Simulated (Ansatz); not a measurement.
CdO (model structure, Pm-3m, No. 221, 2 atoms in the cell), treated with LDA (PAW; Ansatz, an electronic-structure program).

The input as run:

Ansatz 0.2 input:
```yaml
crystal:
  lattice:
    - [2.8262788482, 0.0, 0.0]
    - [0.0, 2.8262788482, 0.0]
    - [0.0, 0.0, 2.8262788482]
  atoms:
    - { symbol: Cd, position: [0.0, 0.0, 0.0] }
    - { symbol: O, position: [0.5, 0.5, 0.5] }
basis:
  ecutwfc: 520
  ecutrho_ratio: 4
  xc_grid: 2
kpoints:
  mp_grid: { grid: [20, 20, 20] }
hamiltonian:
  xc: lda
  dispersion: none
  pseudopotentials: { kind: paw }
scf:
  occupations: { method: fermi_dirac, width: 0.05 }
output:
  forces: true
  stress: true
  eigenvalues: true
relax:
  f_tol: 0.004
  escape_saddle: false
  max_steps: 80
```

The run printed, among other lines:

```
WARN output.stress: scf.convergence.dr2_threshold = 1e-7 eV (the SCF's general default) is looser than the 2e-10 eV advised for a printed stress (1e-10 eV for …
Relaxation: its limit of steps is 80 (relax.max_steps)
Crystal: 2 atoms, lattice volume = 22.576 Å³
Basis set: ecut = 520 eV, 619 PW (Γ), exchange–correlation on 48×48×48 points (8 copies of the dense FFT grid, shifted against one another)
Bands: 17, of which v1, the nominal top of the filled ones, is band 13 counted from 1 (12 counted from 0)
Symmetry: 48 space group operations
Space group: Pm-3m (ITA 221), of the structure as read, at distance tolerance 2.8e-5 Å
k-points: 286 of 8000
Functional: x = slater, c = lda
SCF iter   1: F=—  HF=-8671.999029 eV  |F-HF|=—  |Δ(HF+E_count)|=         —  Δρ=1.82e-2  dr2=6.20e-2
SCF iter   2: F=—  HF=-8671.982558 eV  |F-HF|=—  |Δ(HF+E_count)|=   1.65e-2  Δρ=5.63e-3  dr2=7.15e-3
  ...
SCF iter   5: F=—  HF=-8671.980729 eV  |F-HF|=—  |Δ(HF+E_count)|=   2.78e-6  Δρ=1.77e-5  dr2=2.66e-8
SCF iter   6: F=-8671.980729 eV  HF=-8671.980729 eV  |F-HF|=1.10e-9  |Δ(HF+E_count)|=   1.20e-8  Δρ=3.21e-6  dr2=1.36e-9
SCF 1 converged in 6 iterations: F = -8671.980729 eV  dr2 = 1.36e-9
SCF converged after 6 iterations
Free energy (F): -8671.980729 eV
Internal energy: -8671.979237 eV  (E = F + TS)
E sigma→0 (E₀):  -8671.979983 eV
Fermi energy:    15.286919 eV
--- Stress (GPa, compression-positive) ---
        3.598858      -0.000000       0.000000
       -0.000000       3.598858       0.000000
        0.000000       0.000000       3.598858
  P = ⅓ Tr σ = 3.5989 GPa (35.989 kbar)
```

The cell is one volume of an energy–volume scan, off the minimum.

The PAW data were made under PBE.

Note: the relaxation could raise the start's symmetry but not lower it, so the cell can be a saddle point.

A model structure was made by putting elements into a prototype or built by hand; it is no filed structure, need not be a known phase, and can be a saddle point held by its symmetry.
